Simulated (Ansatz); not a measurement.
How the cohesive energy of 1T (CdI2-type) PtTe₂ moves with the method

No measured value is used here.

```csv
level (code),value (eV/atom),cell (Å³/atom)
LDA (Ansatz),4.98,23.76
PBE (Ansatz),3.85,25.97
PBEsol (Ansatz),4.43,24.26
HSE06 (Ansatz),3.59,25.26
PBE0 (Ansatz),3.56,25.62
```

Density-functional levels without +SOC have no spin–orbit coupling, which shifts binding energies of heavy elements. LDA, PBE, PBEsol, HSE06, PBE0: the cell comes from a level without a dispersion term, which matters for the spacing of layers, chains or molecules. PBE, PBEsol, HSE06, PBE0: the free atom's electronic state is in doubt. Each level is taken at its own relaxed cell. Cutoffs and k meshes differ between the levels. Ansatz's density-functional and Hartree–Fock values are scalar-relativistic unless marked +SOC, with PAW data made under PBE.

Ansatz is a program for electronic structure.
